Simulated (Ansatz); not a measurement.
VPt₃ (R-3m, No. 166, 4 atoms in the cell; start mp-1216270; a measured phase of this formula has another space group) was calculated with PBEsol (Ansatz, a program for electronic structure, plane waves, PAW).

Settings: plane-wave cutoff 520 eV, 22×22×22 k mesh, Fermi–Dirac smearing 0.05 eV, no spin polarisation, scalar-relativistic PAW data made under PBE.

Cell (relaxed at this level):

```xyz
4
Lattice="1.3651 0.7881 8.9734 -1.3651 0.7881 8.9734 0.0000 -1.5762 8.9734" Properties=species:S:1:pos:R:3 pbc="T T T"
V      0.0000     0.0000     0.0000
Pt     0.0000     0.0000     6.8855
Pt     0.0000     0.0000    20.0349
Pt     0.0000     0.0000    13.4602
```

What does this level give for the bulk modulus B0?


- bulk modulus B0: 269 GPa

Note: the run has no spin polarisation, so it can have missed a magnetic state; the bulk modulus is −V dP/dV from two relaxed cells at ±2 % in volume; the relaxation could not lower the start's symmetry, so the cell can be a saddle point above a distorted one.

Spin–orbit coupling is not included.

The computed numbers hold no vibrational or temperature effects.

A start named mp-… is a Materials Project structure, which need not be a measured phase.
